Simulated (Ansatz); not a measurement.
Li3OCl (Pm-3m, No. 221; start mp-985585), treated with G0W0@PBEsol in Ansatz (plane waves, hard PAW, contour deformation).

The same calculation (at the PBEsol cell, 11.323 Å³/atom) with different numerical settings; throughout: k mesh 2×2×2:

| run | response cutoff (eV) | empty bands | quasiparticle gap on the mesh (eV) | quasiparticle gap at Γ (eV) | rough time |
|---|---|---|---|---|---|
| 1 | 100 | 236 | 6.773 | 7.514 | 20 core-s |
| 2 | 150 | 434 | 6.926 | 7.659 | 40 core-s |
| 3 | 200 | 668 | 7.031 | 7.746 | 100 core-s |
| 4 | 250 | 934 | 7.097 | 7.797 | 3 core-min |
| 5 | 300 | 1227 | 7.143 | 7.830 | 6 core-min |
| 6 | 400 | 1889 | 7.195 | 7.864 | 20 core-min |
| 7 | 500 | 2640 | ___ | ___ | 40 core-min |

Task: Complete the blanks.

Result: 
- 7, quasiparticle gap on the mesh (eV): 7.223
- 7, quasiparticle gap at Γ (eV): 7.880

In the column quasiparticle gap on the mesh (eV) the first row differs from the last by -0.450 and the next to last by -0.028.

The last row is no converged limit: other settings stay fixed.

A start named mp-… is a Materials Project structure, which can be a computed phase never made.

Ansatz is a program for electronic structure.
